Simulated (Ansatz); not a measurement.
A thermal frame of Li(100) slab, cut from bcc Li, cell Li54, with vacuum along z, from MD with PBE at 300 K. Level of theory: PBE (plane waves, PAW; Ansatz, a first-principles code).

```yaml
plane_wave_cutoff: 420 eV
k-points: 2x2x1 mesh shifted by half a step in the plane
Fermi-Dirac width: 0.086 eV
spin: not polarised; no spin-orbit coupling
```

A check of the k-sampling: on the last frame of the same run a denser mesh moved the PBE forces by 0.008 eV/Å rms and the free energy by -3 meV/atom.

```xyz
54
Lattice="10.4671 0.0000 0.0000 0.0000 10.4671 0.0000 0.0000 0.0000 20.7226" Properties=species:S:1:pos:R:3:forces:R:3 pbc="T T T"
Li   -1.1600   -0.6310    5.8678   0.093   0.089   0.185
Li    1.1013    1.3308    7.6727  -0.088  -0.241  -0.117
Li   -0.8092   -0.3328    9.6895   0.025  -0.045   0.015
Li    0.8378    1.1832   11.7690  -0.117   0.211  -0.155
Li   -1.2405   -0.2719   13.0936   0.235  -0.071   0.101
Li    1.1287    1.1298   14.9612  -0.160   0.102   0.112
Li   -0.9949    2.9881    5.8403  -0.043  -0.035   0.135
Li    1.0261    4.2238    7.5615   0.108   0.205   0.099
Li   -0.7729    2.8167    9.4927   0.099   0.069   0.002
Li    0.9089    4.4781   11.4545  -0.029   0.019  -0.118
Li   -0.9868    3.1404   13.2292   0.087  -0.380   0.046
Li    1.1065    4.6207   14.7528   0.032  -0.092   0.207
Li   -0.7794    6.4807    6.0644  -0.109   0.016   0.067
Li    1.0580    8.5420    7.7597  -0.300  -0.081   0.060
Li   -0.3234    6.2507    9.3134  -0.084   0.068   0.040
Li    1.0004    8.2372   11.1968  -0.358  -0.248   0.126
Li   -0.4673    6.2196   13.2317  -0.337   0.298  -0.256
Li    0.5034    8.3493   15.0319   0.097   0.014  -0.053
Li    2.8334   -0.7281    5.7760  -0.084   0.119  -0.126
Li    4.2049    1.1206    7.7985  -0.281  -0.067   0.137
Li    2.1800   -0.4083    9.9491   0.360   0.370  -0.355
Li    4.3756    1.1686   11.4907  -0.203  -0.185   0.086
Li    2.4171   -0.6084   13.2494   0.093   0.027  -0.112
Li    4.4775    1.3312   15.2719  -0.296   0.260  -0.125
Li    2.6639    2.8721    5.4281   0.016  -0.022   0.102
Li    4.2782    4.5344    7.4589  -0.229   0.001   0.302
Li    2.7076    2.7421    9.8319  -0.244   0.104  -0.075
Li    3.8458    4.7770   11.6328   0.381   0.033  -0.104
Li    2.7463    2.8816   13.1983  -0.020  -0.178   0.089
Li    4.4484    4.7171   14.9168  -0.041   0.087  -0.015
Li    2.1801    6.4727    5.9339   0.229  -0.039   0.058
Li    3.9017    8.3255    8.0294   0.319   0.083  -0.077
Li    2.7600    6.3868    9.4045  -0.229  -0.235   0.189
Li    3.9775    8.4782   11.2425  -0.056  -0.086   0.047
Li    2.3332    6.6734   13.0775   0.324   0.063   0.147
Li    4.6215    9.1104   14.8180  -0.077  -0.372   0.069
Li    5.9649   -0.4934    6.4378   0.108  -0.205  -0.149
Li    7.6500    1.1005    8.1874   0.098   0.128  -0.203
Li    5.9559   -0.5889    9.7547   0.069  -0.006  -0.053
Li    7.7897    1.4377   11.2173  -0.067   0.009   0.062
Li    6.2792   -0.6809   12.6706   0.027   0.210   0.165
Li    7.3667    1.3392   15.2316   0.262  -0.114  -0.167
Li    6.0218    2.6384    6.2687   0.147   0.107  -0.170
Li    7.7020    5.0545    7.8145  -0.047  -0.271   0.173
Li    5.5767    2.8421    9.5886   0.346   0.277   0.104
Li    8.1103    4.5935   11.2234  -0.227   0.198  -0.093
Li    5.9487    2.8362   13.2344   0.040   0.068  -0.289
Li    7.5997    4.9613   14.2710  -0.065   0.100   0.166
Li    5.6970    6.4593    5.9933   0.073   0.203   0.014
Li    7.8922    8.2066    8.1256  -0.004  -0.079  -0.052
Li    5.8145    6.6384   10.0853   0.095  -0.152  -0.349
Li    8.2743    7.9878   11.2802  -0.060  -0.076   0.022
Li    5.6534    6.9810   12.9162   0.075  -0.233   0.119
Li    7.7092    8.2419   14.8216   0.017  -0.021  -0.028
```

```
Item                                                                                       Result
---------------------------------------------------------------------------  --------------------
free energy on this k-sampling (the code's own zero, frozen cores included)           -11044.6 eV
rms force component                                                                    0.164 eV/Å
largest force                                                                0.63 eV/Å on atom 21
```
